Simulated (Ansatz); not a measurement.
Amorphous Si₂₄O₅₁Y₂, 77 atoms at 2.38 g/cm³, one PBE-relaxed geometry, zone centre. Methods: PBE, scalar-relativistic without spin-orbit coupling (Ansatz, a first-principles code); r2SCAN, scalar-relativistic without spin-orbit coupling (Ansatz); HSE06, scalar-relativistic without spin-orbit coupling (Ansatz). Plane waves to 420 eV (r2SCAN 500 eV); exact exchange is cut at the cell's faces. At PBE the levels at the filled edge of the gap are localised (band-tail or defect states), and the nearest spread-out levels lie 4.9 eV apart at the zone centre. All rungs ran without spin polarisation.

Preparation: random packing, a CHGNet melt and quench, and a DFT relaxation. O atoms were pushed apart under 1.9 Å during the dynamics, to hinder bonds among them. The hot cell started wider than the set density and was brought back towards it in steps. It is the lowest in DFT energy of 2 quenches. It is a model cell: composition and starting density were chosen by hand, and all elements were melted together. No dispersion term was used. Its density started from a set value of 2.38 and ended at 2.38 g/cm³. The quench (nominally 320 K/ps over its main leg) was far faster than any real one, so the model tends to hold more defects than a real film. A cell of this size samples the disorder only roughly. The volume was held where the preparation left it, at a PBE pressure of -1.8 GPa (tension). Stress components on the final sampling reach 3.2 GPa.

The relaxation ran on the zone centre alone. At PBE the level gap is 4.56 eV on a 2×2×2 Γ-centred mesh, and the spacing at the zone centre alone 4.56 eV.

Problem. What zone-centre spacing does r2SCAN give, roughly?

Solution. 5.17 eV (+0.61 eV against PBE).

Problem. What zone-centre spacing does HSE06 give, roughly?

Solution. 6.27 eV (+1.71 eV against PBE).

The highest filled and the lowest empty state spread over these numbers of atoms (participation numbers): PBE: 6.3 and 43.5; r2SCAN: 6.2 and 39.1; HSE06: 6.4 and 38.0.
